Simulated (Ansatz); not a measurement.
# Ti2AlC: pressure series

Start from Ti2AlC (space group P6_3/mmc, No. 194; a = 3.037 Å, c = 13.638 Å; a cell from a computed database, its experimental status unchecked).

Cell and atoms are relaxed at each pressure.

Level of theory: PBEsol (Ansatz, an electronic-structure program; PAW; 420 eV plane waves; without spin-orbit coupling).

```tsv
P (GPa)	V (Å³/atom)
-2.00	13.815
-1.00	13.716
0.28	13.593
0.69	13.556
1.48	13.485
2.99	13.354
4.99	13.191
7.49	12.999
9.99	12.821
```

Fit a third-order Birch–Murnaghan equation of state.

Least squares on P(V) = (3B₀/2)[(V₀/V)^(7/3) − (V₀/V)^(5/3)]·[1 + (3/4)(B₀′ − 4)((V₀/V)^(2/3) − 1)] gives V₀ = 13.62 Å³/atom, B₀ = 145 GPa and B₀′ = 4.2.

Load acts through the strain it causes; cell and atoms are relaxed under it. No phonon test of stability was made. Competing high-pressure phases were not computed. The final runs are not spin-polarised.
